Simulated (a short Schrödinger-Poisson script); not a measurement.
System: symmetric double-gate stack, Al2O3 on p-type Si(110), at 77 K.

```tsv
layer	material	thickness (nm)	Na (cm⁻³)
1	Al2O3	1.5	-
2	Si	2	1e17
3	Al2O3	1.5	-
```

The device is made up for the run: typed textbook-type constants, with dimensions and the other settings drawn at random. Al2O3: permittivity 9, conduction-band edge (eV) 2.7, gap (eV) 6.8, electron mass (mₑ) 0.3. Si: permittivity 11.7, conduction-band edge (eV) 0, gap (eV) 1.124, Nv at 300 K (cm⁻³) 3.1e19.

Channel valleys (confinement mass, in-plane density-of-states mass, number): Δ4 0.315, 0.324, 4; Δ2 0.19, 0.417, 2. At the gates, both at one voltage, the conduction-band edge of layer 1 lies 3.1 eV − eVg above the Fermi level of the channel. Gaps are held at their typed values at every temperature. Mesh 0.03 nm at interfaces.

Solved with a short Schrödinger-Poisson script written for these runs: 1D Poisson equation in equilibrium, electrons classical, Fermi-Dirac, parabolic valleys, classical holes, full ionisation, no traps, pinning or gate leakage.

The same stack at other levels of the model or other numerical settings:

```csv
run,sheet density of all electrons at Vg = 1.1 V (cm⁻²),capacitance of both gates at Vg = 1.1 V (μF/cm²),rough cost against the base
base,3.44e13,8.36,about 1
"electrons treated as classical, Boltzmann",[?],[?],0.4
"electrons treated as quantum, Hartree",2.40e13,7.80,9
mesh six times as coarse,[?],8.11,about 1
```

**Question.** Complete the blanks.

**Answer.** 
- electrons treated as classical, Boltzmann, capacitance of both gates at Vg = 1.1 V (μF/cm²): 10.3
- electrons treated as classical, Boltzmann, sheet density of all electrons at Vg = 1.1 V (cm⁻²): 4.28e13
- mesh six times as coarse, sheet density of all electrons at Vg = 1.1 V (cm⁻²): 3.34e13

The classical rows ignore confinement, and Boltzmann statistics overrate the density once the band edge passes the Fermi level.
